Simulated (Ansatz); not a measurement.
Results of r²SCAN+rVV10 in Ansatz (PAW) for TiSi2 (model structure, started from the C54 type, Fddd, No. 70, 6 atoms in the cell).

Input:

Ansatz 0.2 input:
```yaml
crystal:
  lattice:
    - [0.0, 4.0775926069, 4.2292445488]
    - [2.3696441288, 0.0, 4.2292445488]
    - [2.3696441288, 4.0775926069, 0.0]
  atoms:
    - { symbol: Si, position: [0.6625974945, 0.3374025055, 0.6625974945] }
    - { symbol: Si, position: [0.3374025055, 0.6625974945, 0.3374025055] }
    - { symbol: Si, position: [0.5874025055, 0.9125974945, 0.5874025055] }
    - { symbol: Si, position: [0.9125974945, 0.5874025055, 0.9125974945] }
    - { symbol: Ti, position: [0.0, 0.0, 0.0] }
    - { symbol: Ti, position: [0.25, 0.25, 0.25] }
basis:
  ecutwfc: 560
  ecutrho_ratio: 4
  xc_grid: 3
kpoints:
  mp_grid: { grid: [16, 16, 16] }
hamiltonian:
  xc: r2scan
  dispersion: rvv10
  pseudopotentials: { azcp: { folder: ./paw }, kind: paw }
scf:
  occupations: { method: fermi_dirac, width: 0.05 }
output:
  forces: true
  stress: true
  eigenvalues: true
relax:
  f_tol: 0.004
  escape_saddle: false
  max_steps: 80
  cell: { stress_tol: 0.02, fix: [volume] }
```

From the output:

```
Relaxation: its limit of steps is 80 (relax.max_steps)
Crystal: 6 atoms, lattice volume = 81.730 Å³
Basis set: ecut = 560 eV, 2471 PW (Γ), exchange–correlation on 144×120×120 points (27 copies of the dense FFT grid, shifted against one another)
Bands: 26, of which v1, the nominal top of the filled ones, is band 20 counted from 1 (19 counted from 0)
Symmetry: 8 space group operations
Space group: Fddd (ITA 70), of the structure as read, at distance tolerance 4.3e-5 Å
k-points: 621 of 4096
Initial density: superposition of atomic densities (chi_scale 0.1, normalization cell, long waves kept (reshape's long-wave potential 0.00 eV rms))
Functional: x = r2scan, c = r2scan + rvv10(b = 11.95, C = 0.0093); τ floored in thin density (d = 2e-4 eV/Å³)
SCF iter   1: F=—  HF=-7565.205465 eV  |F-HF|=—  |Δ(HF+E_count)|=         —  Δρ=3.90e-2  dr2=1.67e0  dr2_τ=5.34e-2
SCF iter   2: F=—  HF=-7565.152341 eV  |F-HF|=—  |Δ(HF+E_count)|=   5.31e-2  Δρ=2.57e-2  dr2=6.33e-1  dr2_τ=5.09e-3
  ...
SCF 1 converged in 8 iterations: F = -7565.042000 eV  dr2 = 5.18e-8
Crystal: 6 atoms, lattice volume = 81.730 Å³
Basis set: ecut = 560 eV, 2455 PW (Γ), exchange–correlation on 144×120×120 points (27 copies of the dense FFT grid, shifted against one another)
Initial density: handed on by an earlier stage of this run
SCF 2 converged in 4 iterations: F = -7565.042423 eV  dr2 = 3.29e-7
Crystal: 6 atoms, lattice volume = 81.730 Å³
Basis set: ecut = 560 eV, 2463 PW (Γ), exchange–correlation on 144×120×120 points (27 copies of the dense FFT grid, shifted against one another)
SCF 3 converged in 4 iterations: F = -7565.042468 eV  dr2 = 5.74e-9
Crystal: 6 atoms, lattice volume = 81.730 Å³
SCF 4 converged in 4 iterations: F = -7565.042469 eV  dr2 = 5.99e-10
Crystal: 6 atoms, lattice volume = 81.730 Å³
SCF iter   3: F=—  HF=-7565.042469 eV  |F-HF|=—  |Δ(HF+E_count)|=   1.49e-9  Δρ=1.66e-7  dr2=1.85e-11  dr2_τ=5.01e-12
SCF iter   4: F=-7565.042469 eV  HF=-7565.042469 eV  |F-HF|=0.00e0  |Δ(HF+E_count)|=  1.46e-11  Δρ=7.37e-8  dr2=2.09e-12  dr2_τ=3.82e-13
SCF 5 converged in 4 iterations: F = -7565.042469 eV  dr2 = 2.09e-12
SCF converged after 4 iterations
Free energy (F): -7565.042469 eV
Internal energy: -7565.026286 eV  (E = F + TS)
E sigma→0 (E₀):  -7565.034378 eV
Fermi energy:    13.010408 eV
--- Forces (eV/Å), atoms counted from 1 ---
  atom   1  Si     0.00000000     0.00123656     0.00000000
  atom   2  Si     0.00000000    -0.00123656     0.00000000
  atom   3  Si     0.00000000    -0.00123656     0.00000000
  atom   4  Si     0.00000000     0.00123656     0.00000000
  atom   5  Ti     0.00000000    -0.00000000     0.00000000
  atom   6  Ti     0.00000000     0.00000000     0.00000000
--- Stress (GPa, compression-positive) ---
        3.155599       0.000000      -0.000000
        0.000000       3.152478       0.000000
       -0.000000      -0.000000       3.151896
  P = ⅓ Tr σ = 3.1533 GPa (31.533 kbar)
```

The cell is one volume of an energy–volume scan, off the minimum.

The PAW data were made under PBE.

It cost about 13 core-minutes (a rough figure) of CPU time.

A model structure was made by putting elements into a prototype or built by hand; here it ended with the formula and space group of a phase in our tables.

Ansatz is an electronic-structure program.
